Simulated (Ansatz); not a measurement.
**Band gap of GeSe2 (I-42d, No. 122, 6 atoms in the cell; start mp-10074) at several levels of theory**

No measured value is used here.

```
level (code)                                      value (eV)
-------------------------------------------  ---------------
dielectric-dependent PBEsol hybrid (Ansatz)  2.08 (indirect)
HSE06 (Ansatz)                               2.28 (indirect)
PBE0 (Ansatz)                                              ?
```

### Question
Some entries are withheld; supply them.

### Answer

- PBE0 (Ansatz, an electronic-structure program), value (eV): 2.95 (indirect)

Computed values are for a static lattice. Levels without +SOC have no spin–orbit coupling; where heavier elements are present it shifts gaps, mostly down, and can invert bands.  Values are at the PBEsol cell. Ansatz's density-functional and Hartree–Fock values are scalar-relativistic unless marked +SOC, with PAW data made under PBE.

A start named mp-… is a Materials Project structure, which need not be a measured phase.
